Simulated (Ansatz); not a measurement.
Take HgSe in the zinc blende structure (space group F-43m, No. 216) as the base.

```cif
data_Hg4Se4
_chemical_formula_sum 'Hg4 Se4'
_space_group_name_H-M_alt 'F-43m'
_space_group_IT_number 216
_space_group_name_Hall 'F -4 2 3'
_cell_length_a 6.25999
_cell_length_b 6.25999
_cell_length_c 6.25999
_cell_angle_alpha 90.000
_cell_angle_beta 90.000
_cell_angle_gamma 90.000
loop_
_atom_site_label
_atom_site_type_symbol
_atom_site_symmetry_multiplicity
_atom_site_Wyckoff_symbol
_atom_site_fract_x
_atom_site_fract_y
_atom_site_fract_z
_atom_site_occupancy
Hg1 Hg 4 a 0.00000 0.00000 0.00000 1
Se1 Se 4 c 0.25000 0.25000 0.25000 1
```
(The calculation used a cell of 2 atoms; values per cell refer to that cell.)

Method: Kohn–Sham DFT with the PBE functional, run in Ansatz (a program for electronic structure) with PAW and 420 eV plane waves, spin-orbit coupling left out.

Strains are applied to the cell and any free atomic positions relax.

One change was made to it. Results:

The energy grows by 8.8 meV/atom; the pressure goes from zero to 2.2 GPa.

Q: What was done to the base?
A) isotropic strain +0.50 %
B) isotropic strain −1.50 %
C) isotropic strain −0.50 %

A: B, isotropic strain −1.50 %. For comparison, the energy relative to the base in the other runs: isotropic strain −0.50 % gives +0.9 meV/atom; isotropic strain +0.50 % gives +0.9 meV/atom.

No phonon test of stability was made. The final runs are not spin-polarised.
